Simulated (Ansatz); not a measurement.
**SrTiO3, response to strain**

The reference is SrTiO$_{3}$ in the cubic perovskite structure (space group Pm-3m, No. 221; a = 3.854 Å). Axes: x, y, z lie along the cube axes.

Strains are applied to the cell and any free atomic positions relax.

Method: Kohn–Sham DFT with the LDA functional, run in Ansatz (a first-principles code) with PAW and 420 eV plane waves, no spin-orbit coupling.

Candidates:
(a) tensor shear ε_xy = +1.33 %
(b) tensor shear ε_xy = +0.67 %
(c) tensor shear ε_xy = +0.33 %
(d) tensor shear ε_xy = +1.67 %

For the base:

```
Quantity              Result
-------------------  -------
Smallest direct gap  2.17 eV
```

**Question.** Order them by smallest direct gap, highest first.

**Answer.** (c) tensor shear ε_xy = +0.33 % (2.14 eV), (b) tensor shear ε_xy = +0.67 % (2.11 eV), (a) tensor shear ε_xy = +1.33 % (2.05 eV), (d) tensor shear ε_xy = +1.67 % (2.01 eV)

No phonon test of stability was made. The final runs are not spin-polarised. Many cubic perovskites are stable only at high temperature; tilts and polar distortions were not tested.
